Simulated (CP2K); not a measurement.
Band structure of KRuO3 (Pm-3m, 5 atoms in the cell).

```xyz
5
Lattice="3.9393 0.0000 0.0000 0.0000 3.9393 0.0000 0.0000 0.0000 3.9393" Properties=species:S:1:pos:R:3 pbc="T T T"
K      1.9696     1.9696     1.9696
Ru     0.0000     0.0000     0.0000
O      0.0000     0.0000     1.9696
O      1.9696     0.0000     0.0000
O      0.0000     1.9696     0.0000
```

Computed with CP2K with PBEsol, GPW, DZVP-MOLOPT-SR-GTH basis, GTH-PBE potentials (GTH_POTENTIALS).

Settings: CUTOFF = 500 Ry; REL_CUTOFF = 40 Ry; SMEAR/METHOD = FERMI_DIRAC; ELECTRONIC_TEMPERATURE = 580.23 K; KPOINTS/SCHEME = MONKHORST-PACK 8 8 8; GAMMA_CENTERED = T; XC_FUNCTIONAL = PBE:PBESOL; K/BASIS_SET = DZVP-MOLOPT-SR-GTH; K/POTENTIAL = GTH-PBE-q9; Ru/BASIS_SET = DZVP-MOLOPT-SR-GTH; Ru/POTENTIAL = GTH-PBE-q16; O/BASIS_SET = DZVP-MOLOPT-SR-GTH; O/POTENTIAL = GTH-PBE-q6; METHOD = GPW.

The starting cell comes from a database of computed structures (which also holds hypothetical and non-ambient phases and stackings), without a prior relaxation at this level. Spin polarisation is off; with an odd number of electrons in the cell that forces a metal, and a magnetic state may lie lower. Values carry the incompleteness of an atom-centred basis. The potentials were made for another functional than the one used.

Levels in eV from the Fermi level, bands 18 to 23:
```tsv
point	18	19	20	21	22	23
Γ	-2.35	-2.35	-2.35	-2.05	-2.05	-2.05
X	-2.83	-2.78	-2.32	-2.32	-0.25	0.28
M	-2.74	-2.74	-1.31	0.22	0.22	0.65
R	-1.27	-1.27	-1.27	0.84	0.84	0.84
```

Bands cross the Fermi level along this path, so the cell is metallic at this level.

Higher empty bands are left out: an atom-centred basis made for the valence describes them poorly.
